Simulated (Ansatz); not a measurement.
Here is the system:

```
CELL_PARAMETERS angstrom
      0.00000     2.81600     2.81600
      2.81600     0.00000     2.81600
      2.81600     2.81600     0.00000
ATOMIC_POSITIONS crystal
  S  0.75000 0.75000 0.75000
  Hg 0.00000 0.00000 0.00000
```

No spin polarisation.

Computed with PBEsol (Ansatz, a first-principles code; PAW; 420 eV plane waves; no spin-orbit coupling). k-mesh 10×10×10 (Γ-centred); smearing 0.05 eV (Fermi–Dirac).

Q: Predict the pressure and band gap.

A: 
```json
{
 "pressure": "10.5 GPa",
 "band_gap": "zero"
}
```

A case with no gap was solved on a k-mesh chosen for an insulator, which is coarse for it. With Hg present, leaving out spin-orbit coupling can change the band edges. The cells carry an imposed strain or load. Stability against distortions was not tested. All final runs are without spin polarisation. The cell was made from HgS in the zinc blende structure (space group F-43m, No. 216) by this change: isotropic strain −4.15 %. The zero or small gap of HgS can change with the level of theory.
